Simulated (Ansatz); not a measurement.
We consider BeAlNS (model structure, started from the AlSiCN type, P3m1, No. 156, 4 atoms in the cell), described by G0W0@PBEsol in Ansatz (hard PAW, contour deformation).

The cell is the one relaxed with PBEsol. Conventional cell: a = 3.2350 Å, b = 3.2350 Å, c = 5.3449 Å, α = 90.00°, β = 90.00°, γ = 120.00°.

One run with a 9×9×4 mesh, response cutoff 100 eV and 202 empty bands, not extrapolated in mesh or basis; no spin–orbit coupling.

Highest filled and lowest empty level by k point (fractions of the reciprocal vectors of the cell (3.235 0.000 -0.000) (-1.617 2.802 0.000) (-0.000 -0.000 5.345) Å; eV from the valence maximum of each method):

```tsv
k	PBEsol filled	PBEsol empty	QP filled	QP empty
0 0 0	0.00	2.47	0.00	3.93
0 0 -0.5	-0.14	4.77	-0.16	6.31
0 0.111 0	-0.20	3.06	(withheld)	(withheld)
0 0.222 -0.5	-0.94	4.88	-1.01	6.37
0 0.333 0	-1.00	4.05	-1.03	5.49
0.111 0.111 -0.5	-0.99	5.33	-1.05	6.87
0.111 0.333 -0.5	-2.00	4.10	(withheld)	(withheld)
0.222 0.222 0	-2.07	4.31	-2.12	5.71
```

Estimate the withheld levels to about 0.1 eV.


- 0 0.111 0, QP filled: -0.20
- 0 0.111 0, QP empty: 4.56
- 0.111 0.333 -0.5, QP filled: -2.08
- 0.111 0.333 -0.5, QP empty: 5.52

Note: the relaxation could raise the start's symmetry but not lower it, so the cell can be a saddle point.

A model structure was made by putting elements into a prototype or built by hand; it is no filed structure, need not be a known phase, and can be a saddle point held by its symmetry.

Ansatz is a first-principles code.
